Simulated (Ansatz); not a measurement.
# CaAlHO₂ (model structure, started from the SrVO2H type, P4/mmm, No. 123, 5 atoms in the cell): bulk modulus B0 by level of theory

No measured value is used here.

```json
[
 {"level (code)": "LDA (Ansatz)", "value (GPa)": "156", "cell (Å³/atom)": "9.26"},
 {"level (code)": "PBE (Ansatz)", "value (GPa)": "…", "cell (Å³/atom)": "9.89"},
 {"level (code)": "PBEsol (Ansatz)", "value (GPa)": "144", "cell (Å³/atom)": "9.59"},
 {"level (code)": "r²SCAN (Ansatz)", "value (GPa)": "151", "cell (Å³/atom)": "9.60"}
]
```

Problem. Complete the blanks.

Solution. 
- PBE (Ansatz, a first-principles code), value (GPa): 136

LDA, PBE, PBEsol, r²SCAN: the bulk modulus is −V dP/dV from two relaxed cells at ±2 % in volume. Each level is taken at its own relaxed cell. Cutoffs differ between the levels. Ansatz's density-functional and Hartree–Fock values are scalar-relativistic unless marked +SOC, with PAW data made under PBE.

A model structure was made by putting elements into a prototype or built by hand; it is no filed structure, need not be a known phase, and can be a saddle point held by its symmetry.
